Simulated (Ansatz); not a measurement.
Cubic perovskite KMgF3

Calculation: HSE06 in Ansatz (PAW).

Numerical settings: plane-wave cutoff 460 eV, 6×6×6 k mesh, Fermi–Dirac smearing 0.01 eV, scalar-relativistic PAW data made under PBE.

Cell: measured lattice: a = b = c = 3.990 Å, α = β = γ = 90.00°.

- band gap = 9.55 eV (on the SCF k mesh) (indirect)
- smallest direct gap on the k points sampled = 9.86 eV

Note: cell and atoms aren't relaxed at this level (pressure 0.9 GPa).

The computed numbers hold no vibrational or temperature effects.

Cost on a shared machine: very roughly 2.4 core-minutes.

Ansatz is a program for electronic structure.
